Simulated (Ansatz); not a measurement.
Worked example: self-consistent single point of GaCo (Pm-3m, 2 atoms in the cell) in Ansatz (a quantum-chemistry and plane-wave program).

Computed with PBEsol, default PAW files made with PBE (plane waves; Ansatz).

```yaml
crystal:
  lattice:
    - [2.82132, 0.00000, 0.00000]
    - [0.00000, 2.82132, 0.00000]
    - [0.00000, 0.00000, 2.82132]
  atoms:
    - { symbol: Ga, position: [0.50000, 0.50000, 0.50000] }
    - { symbol: Co, position: [0.00000, 0.00000, 0.00000], spin: 3.0 }
```
(The spins are starting values, not results.)

Reference input (self-consistent single point, DFT, PBEsol, plane waves, default PAW files made with PBE): kpoints.mp_grid.grid = 15 15 15; hamiltonian.xc = pbesol; hamiltonian.pseudopotentials = {kind: paw} (the program's default PAW files); magnetization.spin_polarized = true; scf.occupations.method = methfessel_paxton; scf.occupations.width = 0.272 eV. This run's input differs from it in these lines:

Ansatz 0.2 input:
```diff
@@ -9,2 +9,4 @@
     - { symbol: Co, position: [0.000000, 0.000000, 0.000000], spin: 3.0 }
+basis:
+  ecutrho_ratio: 2
 kpoints:
```

Output, abridged:

```
SCF iter   1: F=—  HF=-8836.130598 eV  |F-HF|=—  |Δ(HF+E_count)|=         —  Δρ=2.34e-1 (↑2.34e-1 ↓1.66e-1)  dr2=9.64e-1  dr2_m=8.08e0  M=0.751 μB ∫|m|=0.942 μB  β_m=0.30  ethr=3.10e-3  ⟨swp⟩=4.7  Hψ=20140  notcnv=0
Mixer restart at iter 1: flushing history
all-band conjugate gradients solve this SCF's bands
preconditioner: auto → none
   [... lines left out ...]
SCF iter  18: F=-8836.878004 eV  HF=-8836.878004 eV  |F-HF|=1.82e-12  |Δ(HF+E_count)|=  1.02e-10  S|Δr|=    0.00e0  Δρ=5.25e-7 (↑5.25e-7 ↓2.41e-7)  dr2=1.42e-11  dr2_m=2.90e-11  M=0.000 μB ∫|m|=0.000 μB  β_m=0.94  ethr=1.00e-12  ⟨swp⟩=2.3  Hψ=9756  notcnv=0
SCF iter  19: F=-8836.878004 eV  HF=-8836.878004 eV  |F-HF|=9.82e-11  |Δ(HF+E_count)|=  5.82e-11  S|Δr|=    0.00e0  Δρ=4.49e-7 (↑3.52e-7 ↓4.49e-7)  dr2=1.01e-10  dr2_m=9.40e-13  M=-0.000 μB ∫|m|=0.000 μB  ethr=1.00e-12  ⟨swp⟩=1.0  Hψ=13174  notcnv=0
SCF 1 converged in 19 iterations: F = -8836.878004 eV  dr2 = 1.01e-10
   [... lines left out ...]
WARN: the starting moments were not kept: the SCF closed with an absolute magnetisation of 1.4e-5 μB, where they sum to 3 μB in size (1 site) …
Absolute magnetization: 0.0000 μB (∫|ρ↑−ρ↓|, with the PAW one-centre terms)
Free energy (F): -8836.878004 eV
Fermi energy:    18.000670 eV
   [... lines left out ...]
        0.000000      -0.000000       5.277481
  P = ⅓ Tr σ = 5.2775 GPa (52.775 kbar)
  The stress holds the Pulay correction, which leaves out the density cutoff's part. Without it, at fixed plane waves, as pw.x and ABINIT print it …
settings of this run that can trade accuracy for cost: basis.ecutrho_ratio < 4. Do not mix this run's numbers with those of runs without the same settings …
```

The run converged in 19 iterations. Against the reference run the free energy drops by 13.0 meV/atom and the pressure goes from 4.12 to 5.28 GPa. The full log also holds: “WARN basis.ecutrho_ratio = 2 (ecutrho = 840 eV) is below the records' recommended cutoff”.

The starting cell comes from a database of computed structures (which also holds hypothetical and non-ambient phases and stackings), without a prior relaxation at this level. Its lattice was rescaled by a random factor within 2.5 % of one. The starting moments vanished: the run ended non-magnetic, which need not be the lowest state. The program warned that a starting moment was not kept. Ansatz's pressure includes its estimate of the finite-basis (Pulay) stress. The cutoff lies below the one recommended for these files.
